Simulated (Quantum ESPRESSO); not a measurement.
Quantum ESPRESSO run on HfNbSi (Amm2, 12 atoms in the cell): self-consistent single point.

Level of theory: PBEsol, GBRV 1.5 ultrasoft (PBESOL) pseudopotentials (plane waves; Quantum ESPRESSO).

```
HfNbSi
1.0
    8.37611     0.00000     0.00000
    0.00000     2.75950     4.69834
    0.00000    -2.75950     4.69834
Hf Nb Si
4 4 4
Direct
  0.19767   0.66745   0.66745
  0.80233   0.66745   0.66745
  0.31193   0.33675   0.33675
  0.68807   0.33675   0.33675
  0.27428   0.99993   0.99993
  0.72572   0.99993   0.99993
  0.00000   0.66189   0.16811
  0.00000   0.16811   0.66189
  0.00000   0.16612   0.16612
  0.50000   0.37038   0.81206
  0.50000   0.81206   0.37038
  0.50000   0.81332   0.81332
```

Reference input (self-consistent single point, DFT, PBEsol, plane waves, GBRV 1.5 ultrasoft (PBESOL) pseudopotentials): ecutwfc = 40 Ry; ecutrho = 320 Ry; occupations = smearing; smearing = fermi-dirac; degauss = 0.0073499 Ry; potentials = {Hf: hf_pbesol_v1.uspp.F.UPF, Nb: nb_pbesol_v1.uspp.F.UPF, Si: si_pbesol_v1.uspp.F.UPF}; K_POINTS = automatic 4 7 7 0 0 0; conv_thr = 1e-10 Ry; mixing_beta = 0.7. This run's input differs from it in these lines:

```diff
@@ -41,3 +41,3 @@
 K_POINTS automatic
-4 7 7  0 0 0
+3 4 4  0 0 0
 CELL_PARAMETERS angstrom
```

Output (repeated stretches shortened):

```
     Self-consistent Calculation

     iteration #  1     ecut=    40.00 Ry     beta= 0.70

---- Real-time Memory Report at c_bands before calling an iterative solver
           920 MiB given to the printing process from OS
           207 MiB allocation reported by mallinfo(arena+hblkhd)
------------------

     negative rho (up, down):  4.318E-01 0.000E+00

     total energy              =   -1121.12425718 Ry
     estimated scf accuracy    <      34.32580003 Ry

     iteration #  2     ecut=    40.00 Ry     beta= 0.70

---- Real-time Memory Report at c_bands before calling an iterative solver
   [... lines left out ...]
          1064 MiB given to the printing process from OS
           240 MiB allocation reported by mallinfo(arena+hblkhd)
------------------

     negative rho (up, down):  4.529E-01 0.000E+00

     total energy              =   -1144.43878882 Ry
     estimated scf accuracy    <          2.0E-10 Ry

     iteration # 20     ecut=    40.00 Ry     beta= 0.70

---- Real-time Memory Report at c_bands before calling an iterative solver
          1064 MiB given to the printing process from OS
           240 MiB allocation reported by mallinfo(arena+hblkhd)
------------------

     negative rho (up, down):  4.529E-01 0.000E+00
     End of self-consistent calculation

     the Fermi energy is    14.6673 ev

!    total energy              =   -1144.43878882 Ry
     estimated scf accuracy    <          2.7E-11 Ry
     smearing contrib. (-TS)   =      -0.02733937 Ry
     internal energy E=F+TS    =   -1144.41144945 Ry

     convergence has been achieved in  20 iterations

     negative rho (up, down):  4.529E-01 0.000E+00

     Forces acting on atoms (cartesian axes, Ry/au):

     atom    1 type  1   force =    -0.00097767    0.00000000    0.00189978
     atom    2 type  1   force =     0.00097767    0.00000000    0.00189978
     atom    3 type  1   force =    -0.01046321    0.00000000    0.00209923
     atom    4 type  1   force =     0.01046321    0.00000000    0.00209923
     atom    5 type  2   force =    -0.00420871    0.00000000   -0.00122523
   [... lines left out ...]
     Total force =     0.021471     Total SCF correction =     0.000017
   [... lines left out ...]

     negative rho (up, down):  4.529E-01 0.000E+00
          total   stress  (Ry/bohr**3)                   (kbar)     P=      -59.08
  -0.00044347   0.00000000   0.00000000          -65.24        0.00        0.00
   0.00000000  -0.00040656   0.00000000            0.00      -59.81        0.00
   0.00000000   0.00000000  -0.00035482            0.00        0.00      -52.20

   JOB DONE.
```

The run converged in 20 iterations. Against the reference run the free energy rises by 2.4 meV/atom, the pressure stays near -5.91 GPa while the xx stress (positive for compression) goes from -6.84 to -6.52 GPa and the largest force goes from 0.223 to 0.274 eV/Å.

The starting cell comes from a database of computed structures (which also holds hypothetical and non-ambient phases and stackings), without a prior relaxation at this level. Spin polarisation is off.

Cost on one core of a shared machine: roughly 8 min.
